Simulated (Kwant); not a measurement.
Model system: quantum point contact (saddle potential) in a CdTe two-dimensional gas. Effective mass 0.096 mₑ, grid spacing 8.3 nm, hard walls, nominal width 200 nm (25 grid rows, so walls 215.8 nm apart), one parabolic valley, scattering region 600 nm long along x; energies count from the band bottom; Fermi energy 0.00329 eV. Potential (V0 + ½k y²) cos²(πx/L) for |x| < L/2, with V0 swept from 0.0034545 to 0 eV, k = 1e-06 eV/nm², L = 410 nm.

Constants are typed, rounded textbook-type inputs, not results; the design itself was drawn at random and stands for no fabricated device.

Model: effective-mass tight-binding model on a square grid, one spin, coherent transport at 0 K (Kwant). Conductance is in e²/h.

Sweep values stay those of the base run.

The Fermi energy was swept, all else fixed.

```csv
Fermi energy (eV),G (e²/h) at V0 = 0.9012 meV,G (e²/h) at V0 = 1.752 meV,mean G (e²/h) over the sweep,G (e²/h) at V0 = 2.603 meV
0.0016,0.99,0.00012,0.43,6.3e-9
0.0023,1.78,0.83,0.86,8.4e-5
0.0028,2.01,1.02,1.29,0.047
0.00329,2.94,1.94,1.78,0.95
0.0039,3.27,2.35,2.47,1.42
0.0049,4.62,3.70,3.60,2.74
```

From the first row to the last the G at V0 = 0.9012 meV goes from 0.99 to 4.62. From the first row to the last the G at V0 = 1.752 meV goes from 0.00012 to 3.70.
